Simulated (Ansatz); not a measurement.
Consider the following.

```
ZnO
1.0
    3.14872     0.00000     0.00000
   -1.57436     2.72687     0.00000
    0.00000     0.00000     5.06220
Zn O
2 2
Direct
  0.66667   0.33333   0.00270
  0.33333   0.66667   0.50270
  0.66667   0.33333   0.62250
  0.33333   0.66667   0.12250
```

No spin polarisation.

Computed with r2SCAN (Ansatz, an electronic-structure program, PAW, no SOC). Γ-centred 12×12×7 mesh, Fermi–Dirac width 0.05 eV.

**Question.** Predict the gap character, band gap, width of the top valence band and valence-band top at Γ.

**Answer.** The gap character comes out as direct at Γ and the band gap is 1.36 eV. The width of the top valence band comes out as 2.02 eV and the valence-band top at Γ (three highest levels, from the VBM) is 0.00, 0.00, -0.13 eV.

Load acts through the strain it causes; cell and atoms are relaxed under it. No phonon test of stability was made. Measured, ZnO leaves this structure (for rock salt) near 9.1 GPa (temperature not stated; as listed in Datta, Sujoy, Jana, Debnarayan, arXiv (2020)), on rising pressure, with hysteresis. The cell was made from ZnO in the wurtzite structure (space group P6_3mc, No. 186) by this change: pressure 15 GPa.
